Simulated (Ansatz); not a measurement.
Given:

```
CELL_PARAMETERS angstrom
     -2.29684     2.29684     4.39602
      2.29684    -2.29684     4.39602
      2.29684     2.29684    -4.39602
ATOMIC_POSITIONS crystal
  O  0.00000 0.00000 0.00000
  S  0.50000 0.50000 0.00000
  O  0.25000 0.75000 0.50000
  O  0.75000 0.25000 0.50000
  Mg 0.77348 0.77348 0.00000
  Mg 0.22652 0.22652 0.00000
  Mg 0.00000 0.50000 0.50000
  Mg 0.50000 0.00000 0.50000
```

No spin polarisation.

A single point on MgS with a change (x(O) = 0.75, 8 atoms, I4/mmm), its geometry relaxed with PBEsol.

Method: Kohn–Sham DFT with the r2SCAN functional, run in Ansatz (a quantum-chemistry and plane-wave program) with PAW and 500 eV plane waves, no spin-orbit coupling. Settings: 10×10×10 k-points, 0.05 eV Fermi–Dirac smearing.

Question: What pressure does the calculation give?

Answer: -0.24 GPa.

Question: What width of the top valence band does the calculation give?

Answer: 0.73 eV.

Question: Predict the band gap.

Answer: 4.79 eV.

Single points use the geometry relaxed with PBEsol. Stability against distortions was not tested. The cell was made from MgS by this change: x(O) = 0.75, 8 atoms, I4/mmm.
